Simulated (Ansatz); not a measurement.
An Ansatz (a first-principles code) input (Kohn–Sham DFT with the PBE functional, run in Ansatz with PAW and 420 eV plane waves, no spin-orbit coupling):

Ansatz 0.2 input:
```yaml
crystal:
  lattice:
    - [0, 4.0385083519, 4.3210711827]
    - [2.5197094443, 0, 4.3210711827]
    - [2.5197094443, 4.0385083519, 0]
  atoms:
    - { symbol: Ru, position: [0.6786304704, 0.3213695296, 0.6786304704] }
    - { symbol: Ru, position: [0.3213695296, 0.6786304704, 0.3213695296] }
    - { symbol: Ru, position: [0.5713695296, 0.9286304704, 0.5713695296] }
    - { symbol: Ru, position: [0.9286304704, 0.5713695296, 0.9286304704] }
    - { symbol: Ti, position: [0, 0, 0] }
    - { symbol: Ti, position: [0.25, 0.25, 0.25] }
basis: { ecutwfc: 420, ecutrho_ratio: 4, xc_grid: 2, fft_grid_basis: typed }
kpoints: { mp_grid: { grid: [12, 12, 12] } }
hamiltonian:
  xc: pbe
  dispersion: none
  pseudopotentials: { kind: paw }
scf: { occupations: { method: fermi_dirac, width: 0.05 }, convergence: { dr2_threshold: 0.0000000006 } }
output: { forces: true, stress: true }
checkpoint: { write: state.ck, write_every: 1000 }
```

Task: Which symmetry and how many k-points will the program report, and about how many plane waves at Γ?

Result: Space group Fddd (ITA 70) with 8 operations, k-points 280 of 1728, and 1699 plane waves at Γ.

No phonon test of stability was made. All final runs are without spin polarisation. The cell was made from TiSi2 by this change: Si → Ru; the result is a hypothetical phase, not in the database extracts checked.
